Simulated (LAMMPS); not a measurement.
LAMMPS 22 Jul 2025, classical MD, SNAP (Mo_Zuo_JPCA2020.snapcoeff): Mo, 1024 atoms.

| Property | Result |
|---|---|
| task | MD, nve |
| potential | SNAP, Mo_Zuo_JPCA2020.snapcoeff Mo_Zuo_JPCA2020.snapparam |
| copies of the repeat unit | 8×8×8 |
| shape (slab and sphere leave vacuum in the box) | bulk |
| steps | 400 |
| timestep | 1 fs |
| thermo | 50 |
| newton | on (default) |
| atom_modify sort (bins of 2 Å where set) | 1000 (default) |
| comm_style | brick (default) |
| box | 25.2 × 25.2 × 25.2 Å |
| start | generated bcc lattice, warmed in an untimed run |

All runs start from one configuration, warmed at this fixed volume for 300 steps under a thermostat at 100 K. The run at a skin of 2 Å has a mean temperature of 104 K and a mean pressure of 6.0 GPa.

One run each, on a shared machine, so no times are given.

With neigh_modify every 1 delay 0 check yes, skins of 0.1, 0.3, 0.5, 1, 1.5, 2, 3 Å were run. Further schedules:
- skin 2 Å, every 1 delay 10 check yes
- skin 1 Å, every 10 delay 0 check yes
- skin 0.3 Å, every 100 delay 0 check no
- skin 0.3 Å, every 20 delay 0 check no
- skin 2 Å, every 100 delay 0 check no
- skin 2 Å, every 20 delay 0 check no
- skin 0.3 Å, every 10 delay 0 check yes

A schedule rebuilds too seldom if it shows a dangerous build, rebuilds less often than the check at every step does at that skin, or fails.

Q: Which schedules can miss pairs here, and how do rebuilds depend on the skin?

A: With the check at every step the rebuilds are 30 at 0.1 Å, 9 at 0.3 Å, 0 at 0.5 Å, 0 at 1 Å, 0 at 1.5 Å, 0 at 2 Å, 0 at 3 Å. Too seldom: skin 0.3 Å, every 100 delay 0 check no.

| setting | rebuilds | dangerous builds | list entries an atom | change of the total energy (meV/atom) |
|---|---|---|---|---|
| skin 0.1 Å, every 1 delay 0 check yes | 30 | — | 26.0 | under 0.001 |
| skin 0.3 Å, every 1 delay 0 check yes | 9 | — | 26.0 | under 0.001 |
| skin 0.5 Å, every 1 delay 0 check yes | 0 | — | 26.0 | under 0.001 |
| skin 1 Å, every 1 delay 0 check yes | 0 | — | 58.0 | under 0.001 |
| skin 1.5 Å, every 1 delay 0 check yes | 0 | — | 58.0 | under 0.001 |
| skin 2 Å, every 1 delay 0 check yes | 0 | — | 64.0 | under 0.001 |
| skin 3 Å, every 1 delay 0 check yes | 0 | — | 112 | under 0.001 |
| skin 2 Å, every 1 delay 10 check yes | 0 | 0 | 64.0 | under 0.001 |
| skin 1 Å, every 10 delay 0 check yes | 0 | 0 | 58.0 | under 0.001 |
| skin 0.3 Å, every 100 delay 0 check no | 4 | not counted | 26.0 | under 0.001 |
| skin 0.3 Å, every 20 delay 0 check no | 20 | not counted | 26.0 | under 0.001 |
| skin 2 Å, every 100 delay 0 check no | 4 | not counted | 64.0 | under 0.001 |
| skin 2 Å, every 20 delay 0 check no | 20 | not counted | 64.0 | under 0.001 |
| skin 0.3 Å, every 10 delay 0 check yes | 8 | 0 | 26.0 | under 0.001 |

Where the energy changes as in the checked runs, the late rebuilds cost nothing that shows in this run. List entries are as LAMMPS prints them (Ave neighs/atom).
